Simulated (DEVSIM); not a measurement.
Structure: abrupt Si p-n junction, at 300 K.

Layer 1 from the left is Si, thickness (μm) 1.00, Na (cm⁻³) 2.7e16, τn (s) 1.3e-5, τp (s) 1.3e-5. Layer 2 from the left is Si, thickness (μm) 1.70, Nd (cm⁻³) 2.5e17, τn (s) 1.3e-5, τp (s) 1.3e-5.

Left contact: ohmic. Right contact: ohmic. Voltage is applied to the left contact. Recombination: SRH at mid-gap, radiative. Mobility is μmin + (μ − μmin)/(1 + (N/Nref)^α).

This is a model device: material constants are rounded textbook-type values typed into the input, and sizes, dopings and lifetimes were drawn at random. Values at 300 K.

Si: gap (eV) 1.124, affinity (eV) 4.05, permittivity 11.7, Nc (cm⁻³) 2.86e19, Nv (cm⁻³) 3.1e19, μn (cm²/Vs) 1417, μp (cm²/Vs) 470, μn,min 52, μp,min 45, Nref,n 9.7e16, Nref,p 2.2e17, αn 0.68, αp 0.72, B (cm³/s) 4.7e-15.

### Question
Estimate by hand the built-in potential, the peak field at zero bias, the capacitance at -2 V, and compare with a numerical solution.

### Answer

- Built-in potential: ni = √(Nc Nv) exp(−Eg/2kT) = 1.08e10 cm⁻³ with Eg = 1.124 eV; Vbi = kT/q ln(Na Nd/ni²) = 0.819 V; numerical 0.819 V.
- Peak field at zero bias: depletion approximation: W = √(2εVbi/(qN)) = 0.209 μm with N = 2.44e16 cm⁻³; field = 2Vbi/W = 78600 V/cm; numerical 76300 V/cm (estimate above by 2.9 %).
- Capacitance at -2 V: C = √(qεN / 2(Vbi + |V|)) = 26.8 nF/cm²; numerical 27.0 nF/cm² (estimate below by 0.92 %).

DEVSIM, 1D drift-diffusion, Boltzmann statistics, complete ionisation; no tunnelling, impact ionisation, image-force lowering or self-heating.
